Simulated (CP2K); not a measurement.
CP2K run on WSi2 (I4/mmm, 3 atoms in the cell): self-consistent single point

Method of the run: PBE, GPW, DZVP-MOLOPT-SR-GTH basis, GTH-PBE potentials (GTH_POTENTIALS) run with CP2K.

Input as run:

```
&GLOBAL
  PROJECT calc
  RUN_TYPE ENERGY_FORCE
  PRINT_LEVEL LOW
&END GLOBAL
&FORCE_EVAL
  METHOD Quickstep
  STRESS_TENSOR ANALYTICAL
  &DFT
    BASIS_SET_FILE_NAME BASIS_MOLOPT
    POTENTIAL_FILE_NAME GTH_POTENTIALS
    &QS
      METHOD GPW
      EPS_DEFAULT 1E-10
    &END QS
    &MGRID
      CUTOFF 500
      REL_CUTOFF 50
      NGRIDS 5
    &END MGRID
    &SCF
      SCF_GUESS ATOMIC
      EPS_SCF 1E-6
      MAX_SCF 100
      ADDED_MOS 5
      &DIAGONALIZATION
        ALGORITHM STANDARD
      &END DIAGONALIZATION
      &MIXING
        METHOD BROYDEN_MIXING
        ALPHA 0.3
        NBUFFER 12
        BETA 1
      &END MIXING
      &SMEAR ON
        METHOD FERMI_DIRAC
        ELECTRONIC_TEMPERATURE [K] 1578.21
      &END SMEAR
    &END SCF
    &KPOINTS
      SCHEME MONKHORST-PACK 10 10 10
      GAMMA_CENTERED T
    &END KPOINTS
    &XC
      &XC_FUNCTIONAL PBE
      &END XC_FUNCTIONAL
    &END XC
    &PRINT
      &MO
        EIGENVALUES T
        OCCUPATION_NUMBERS T
        NDIGITS 8
        FILENAME mo
        &EACH
          QS_SCF 0
        &END EACH
        ADD_LAST NUMERIC
      &END MO
      &MULLIKEN OFF
      &END MULLIKEN
    &END PRINT
  &END DFT
  &SUBSYS
    &CELL
      A 4.54169500 0.00000000 0.00000000
      B 2.25655200 3.94144200 0.00000000
      C -3.39912300 -1.97072100 2.27798400
      PERIODIC XYZ
    &END CELL
    &COORD
      SCALED
      Si       0.66500000     0.66500000     0.00000000
      Si       0.33500000     0.33500000     0.00000000
      W        0.00000000     0.00000000     0.00000000
    &END COORD
    &KIND Si
      BASIS_SET DZVP-MOLOPT-SR-GTH
      POTENTIAL GTH-PBE-q4
    &END KIND
    &KIND W
      BASIS_SET DZVP-MOLOPT-SR-GTH
      POTENTIAL GTH-PBE-q14
    &END KIND
  &END SUBSYS
  &PRINT
    &FORCES ON
    &END FORCES
    &STRESS_TENSOR ON
    &END STRESS_TENSOR
  &END PRINT
&END FORCE_EVAL
```

Output (repeated stretches shortened):

```
 GLOBAL| Method name                                                        CP2K
 GLOBAL| Project name                                                       calc
 GLOBAL| Run type                                                   ENERGY_FORCE

 TOTAL NUMBERS AND MAXIMUM NUMBERS

  Total number of            - Atomic kinds:                                   2
                             - Atoms:                                          3
                             - Shell sets:                                     3
                             - Shells:                                        18
                             - Primitive Cartesian functions:                 14
                             - Cartesian basis functions:                     59
                             - Spherical basis functions:                     52

  Maximum angular momentum of- Orbital basis functions:                        3
                             - Local part of the GTH pseudopotential:          2
                             - Non-local part of the GTH pseudopotential:      4

 SCF PARAMETERS         Density guess:                                    ATOMIC
                        max_scf:                                             100
                        max_diis:                                              4
                        eps_scf:                                        1.00E-06
                        eps_diis:                                       1.00E-01
                        eps_eigval:                                     1.00E-05
                        level_shift [a.u.]:                             0.000000
                        added MOs                                         5    0
                        Mixing method:                            BROYDEN_MIXING
                                                charge density mixing in g-space
                        Smear method:                                FERMI_DIRAC
                        Electronic temperature [K]:                       1578.2
                        Electronic temperature [a.u.]:                  5.00E-03
                        Accuracy threshold:                             1.00E-10
                        No outer SCF

 Extrapolation method: initial_guess

 Number of electrons:                                                         22
 Number of occupied orbitals:                                                 11
 Number of molecular orbitals:                                                16

 Number of orbital functions:                                                 52
 Number of independent orbital functions:                                     52

 SCF WAVEFUNCTION OPTIMIZATION

  Step     Update method      Time    Convergence         Total energy    Change
     1 NoMix/Diag. 0.30E+00      -     1.30733303       -77.0650164924 -7.71E+01
     2 Broy./Diag. 0.30E+00      -     0.01735224       -76.7759844783  2.89E-01
     3 Broy./Diag. 0.30E+00      -     0.04969410       -76.2476468211  5.28E-01
     4 Broy./Diag. 0.30E+00      -     0.00118284       -76.1538846533  9.38E-02
     5 Broy./Diag. 0.30E+00      -     0.00154709       -76.1542388424 -3.54E-04
     6 Broy./Diag. 0.30E+00      -     0.00020575       -76.1551814124 -9.43E-04
     7 Broy./Diag. 0.30E+00      -     0.00005730       -76.1538753866  1.31E-03
     8 Broy./Diag. 0.30E+00      -     0.00003065       -76.1537149512  1.60E-04
     9 Broy./Diag. 0.30E+00      -     0.00000243       -76.1538547756 -1.40E-04
    10 Broy./Diag. 0.30E+00      -     0.00000364       -76.1538163797  3.84E-05
    11 Broy./Diag. 0.30E+00      -     0.00000007       -76.1538099532  6.43E-06

  *** SCF run converged in    11 steps ***

  Electronic density on regular grids:        -21.9999999999        0.0000000001
  Core density on regular grids:               21.9999999972       -0.0000000028
  Total charge density on r-space grids:       -0.0000000028
  Total charge density g-space grids:          -0.0000000028

  Overlap energy of the core charge distribution:               0.00000000012509
  Self energy of the core charge distribution:               -122.90594631494893
  Core Hamiltonian energy:                                     26.74038213550925
  Hartree energy:                                              30.32208142549292
  Exchange-correlation energy:                                -10.30935454833307
  Electronic entropic energy:                                  -0.00097265101903
  Fermi energy:                                                 0.48469838539928

  Total energy:                                               -76.15380995321442
  Total energy (extrapolated to T->0):                        -76.15332362770491

 ENERGY| Total FORCE_EVAL ( QS ) energy [hartree]            -76.153809687076219

 FORCES| Atomic forces [hartree/bohr]
 FORCES|   Atom     x               y               z               |f|
 FORCES|      1  1.58999173E-03  9.22062107E-04 -2.63977326E-09   1.83800768E-03
 FORCES|      2 -1.58998802E-03 -9.22053767E-04  2.64031631E-09   1.83800028E-03
 FORCES|      3 -3.71367079E-09 -8.33873181E-09 -7.86801627E-13   9.12829664E-09
 FORCES| Sum     7.27054399E-13  3.15628538E-13 -2.43755482E-13
 FORCES| Total atomic force                                       8.29244360E-13

 STRESS| Analytical stress tensor [bar]
 STRESS|                        x                   y                   z
 STRESS|      x        1.19825347496E+04  -1.60243833441E+02  -4.25759490797E-01
 STRESS|      y       -1.60243833441E+02   1.21673420033E+04  -6.57494827959E-02
 STRESS|      z       -4.25759490797E-01  -6.57494827959E-02   1.22618982770E+04
 STRESS| 1/3 Trace                                             1.21372583433E+04
```

The run converged in 11 iterations.

The starting cell has typed, rounded lattice constants, without a prior relaxation at this level. Its lattice was rescaled by a random factor within 2.5 % of one. Spin polarisation is off. Values carry the incompleteness of an atom-centred basis.

Cost on one core of a shared machine: roughly 2 min.
